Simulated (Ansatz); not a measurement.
# W, pressure series

Consider W in the bcc (W type) structure (space group Im-3m, No. 229; a = 3.184 Å).

Cell and atoms are relaxed at each pressure.

Levels (all Ansatz, a first-principles code, PAW, earlier PAW set): PBE (420 eV, scalar-relativistic without spin-orbit coupling); r2SCAN (500 eV, no SOC).

The base cell above is that of PBE; each level relaxes its own structures.

| case | lattice parameter a, PBE | lattice parameter a, r2SCAN |
|---|---|---|
| pressure −2 GPa | 6.030 bohr | 6.003 bohr |
| pressure −1 GPa | 6.023 bohr | 5.997 bohr |
| pressure 1.8 GPa | 6.005 bohr | 5.979 bohr |
| pressure 4.2 GPa | 5.989 bohr | [?] |
| pressure 9 GPa | 5.961 bohr | 5.937 bohr |
| pressure 18 GPa | 5.911 bohr | [?] |
| pressure 30 GPa | 5.852 bohr | 5.833 bohr |
| pressure 45 GPa | 5.788 bohr | [?] |
| pressure 60 GPa | 5.730 bohr | [?] |

Question: Complete the table.

Answer: 
- pressure 4.2 GPa, lattice parameter a, r2SCAN: 5.964 bohr
- pressure 18 GPa, lattice parameter a, r2SCAN: 5.889 bohr
- pressure 45 GPa, lattice parameter a, r2SCAN: 5.770 bohr
- pressure 60 GPa, lattice parameter a, r2SCAN: 5.715 bohr

PBE lies above r2SCAN in every row, by 0.016 bohr to 0.027 bohr. They put the cases in the same order.

Load acts through the strain it causes; cell and atoms are relaxed under it. No phonon test of stability was made. No other phases were tried under pressure. All final runs are without spin polarisation.
